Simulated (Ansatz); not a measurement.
Results of PBEsol in Ansatz (plane waves, PAW) for TlBiSe2 (R-3m, No. 166, 4 atoms in the cell; start mp-29662).

Numerical settings: plane-wave cutoff 500 eV, 12×12×12 k mesh, Fermi–Dirac smearing 0.05 eV, scalar-relativistic PAW data made under PBE.

Cell (relaxed at this level):

```yaml
crystal:
  lattice:
    - [2.11884, 1.22332, 7.40239]
    - [-2.11884, 1.22332, 7.40239]
    - [0.00000, -2.44663, 7.40239]
  atoms:
    - { symbol: Tl, position: [0.50000, 0.50000, 0.50000] }
    - { symbol: Bi, position: [0.00000, 0.00000, 0.00000] }
    - { symbol: Se, position: [0.74081, 0.74081, 0.74081] }
    - { symbol: Se, position: [0.25919, 0.25919, 0.25919] }
```

Problem. Give the computed band gap.

Solution. 
band gap: 0.07 eV (under three smearing widths, so not firm)

Note: the relaxation could not lower the start's symmetry, so the cell can be a saddle point above a distorted one.

Spin–orbit coupling is not included; with these elements it can move the gap by several tenths of an eV or more.

Static lattice: no zero-point or thermal effects.

The result took roughly 6 core-minutes.

A start named mp-… is a Materials Project structure, which need not be a measured phase.

Ansatz is a program for electronic structure.
